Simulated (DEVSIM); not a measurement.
Device: abrupt Si n-p junction, at 300 K.

```csv
layer (left to right),material,thickness (μm),Nd (cm⁻³),Na (cm⁻³),τn (s),τp (s)
1,Si,1.40,1.3e17,-,3.9e-5,3.9e-5
2,Si,0.930,-,8.8e17,3.9e-5,3.9e-5
```

Left contact: ohmic. Right contact: ohmic. Voltage is applied to the left contact. Recombination: SRH at mid-gap, radiative. Mobility is constant in doping.

Constants are typed, rounded textbook-type inputs, not results; the design itself was drawn at random and stands for no fabricated device. Values at 300 K.

```csv
parameter,Si
gap (eV),1.124
affinity (eV),4.05
permittivity,11.7
Nc (cm⁻³),2.86e19
Nv (cm⁻³),3.1e19
μn (cm²/Vs),1417
μp (cm²/Vs),470
B (cm³/s),4.7e-15
```

Simulated with DEVSIM: 1D drift-diffusion, Boltzmann statistics, complete ionisation; no tunnelling, impact ionisation, image-force lowering or self-heating.

Task: Tabulate band edges, carrier densities and field at zero bias.

Result: Energies count from the Fermi level of the right contact; mesh points crowd at the junctions.

```csv
x (μm),Ec (eV),Ev (eV),n (cm⁻³),p (cm⁻³),field (V/cm)
0.000,0.139,-0.985,1.3e17,890,≈ 0
0.01831,0.139,-0.985,1.3e17,890,≈ 0
0.05010,0.139,-0.985,1.3e17,890,≈ 0
0.1105,0.139,-0.985,1.3e17,890,≈ 0
0.2503,0.139,-0.985,1.3e17,890,≈ 0
0.4719,0.139,-0.985,1.3e17,890,≈ 0
0.8057,0.139,-0.985,1.3e17,890,≈ 0
1.132,0.139,-0.985,1.3e17,890,≈ 0
1.256,0.140,-0.984,1.3e17,900,96
1.328,0.182,-0.942,2.5e16,4600,29000
1.369,0.464,-0.660,4.5e11,2.6e8,110000
1.398,0.875,-0.249,56000,2.1e15,170000
1.415,1.023,-0.101,190,6.3e17,19000
1.444,1.032,-0.092,130,8.8e17,30
1.519,1.032,-0.092,130,8.8e17,≈ 0
1.633,1.032,-0.092,130,8.8e17,≈ 0
1.818,1.032,-0.092,130,8.8e17,≈ 0
2.035,1.032,-0.092,130,8.8e17,≈ 0
2.202,1.032,-0.092,130,8.8e17,≈ 0
2.266,1.032,-0.092,130,8.8e17,≈ 0
2.303,1.032,-0.092,130,8.8e17,≈ 0
2.330,1.032,-0.092,130,8.8e17,≈ 0
```
